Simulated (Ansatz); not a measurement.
ZnSe, element substitutions

The reference is ZnSe in the zinc blende structure (space group F-43m, No. 216; a = 5.733 Å).

Each row replaces one element on all its sites; cell and atoms are relaxed.

Method: plane-wave PAW DFT at the PBE level (Ansatz, an electronic-structure program, 420 eV), no spin-orbit coupling, earlier PAW set.

| change | band gap | shortest interatomic distance |
|---|---|---|
| base | 1.15 eV | 2.482 Å |
| Zn → Cd | 0.49 eV | 2.683 Å |
| Zn → Al | zero | 2.615 Å |
| Se → S | 2.01 eV | 2.357 Å |

Stability against distortions was not tested. As relaxed here, AlSe is a hypothetical phase, not in the database extracts checked. The final runs are not spin-polarised. An odd electron count without spin: AlSe.
